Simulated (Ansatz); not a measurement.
The starting structures come from a database of crystals and need not be the phases stable at ambient conditions.

The decay constant κ of evanescent states in the gap governs leakage through a thin film.

Given:

```
CELL_PARAMETERS angstrom
      4.95225     0.00000     0.00000
     -2.47613     4.28877     0.00000
      2.47613     1.42959     5.43945
ATOMIC_POSITIONS crystal
  Cd 0.00000 0.00000 0.00000
  Cd 0.00000 0.50000 0.50000
  C  0.50000 0.75000 0.75000
  C  0.50000 0.25000 0.25000
  O  0.76063 0.01063 0.75000
  O  0.23937 0.98937 0.25000
  O  0.23937 0.75000 0.75000
  O  0.76063 0.25000 0.25000
  O  0.50000 0.48937 0.75000
  O  0.50000 0.51063 0.25000
```

Space group of this cell: R-3c. The cell is taken as given; by r2SCAN its mean pressure is -1.3 GPa.

Transport runs along the normal of the first two printed cell vectors, the (001) plane of the conventional cell.

The gap is the functional's own, uncorrected, and κ follows it; spin-orbit coupling is left out. Mid-gap values are interpolated between the computed energies.

Task: Give the band gap and the smallest decay constant κ at mid-gap that Ansatz (a first-principles code) with r2SCAN yields.

Result: Gap 3.45 eV on a 8×8×8 mesh; κ = 0.667 1/Å, at the zone centre.
